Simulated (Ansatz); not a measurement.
Take Ti in the hcp (Mg type) structure (space group P6_3/mmc, No. 194; relaxed with 0.1 eV smearing) as the base.

```yaml
crystal:
  lattice:
    - [2.93639, 0.00000, 0.00000]
    - [-1.46820, 2.54299, 0.00000]
    - [0.00000, 0.00000, 4.64022]
  atoms:
    - { symbol: Ti, position: [0.66667, 0.33333, 0.75000] }
    - { symbol: Ti, position: [0.33333, 0.66667, 0.25000] }
```

Cartesian axes are those of the cell as printed.

Calculations: r2SCAN (Ansatz, a quantum-chemistry and plane-wave program, PAW, without spin-orbit coupling).

Strains are applied to the cell and any free atomic positions relax.

One change was made to it. Results:

The energy increases by 4.1 meV/atom; the shortest interatomic distance drops by 0.089 bohr (5.430 bohr → 5.341 bohr).

**Question.** Which of these changes matches the shifts?
A) tensor shear ε_xz = +0.57 %
B) tensor shear ε_xz = +2.00 %
C) tensor shear ε_xz = +0.29 %

**Answer.** B, tensor shear ε_xz = +2.00 %. For comparison, the energy relative to the base in the other runs: tensor shear ε_xz = +0.57 % gives +0.3 meV/atom; tensor shear ε_xz = +0.29 % gives +0.1 meV/atom.

No phonon test of stability was made. All final runs are without spin polarisation.
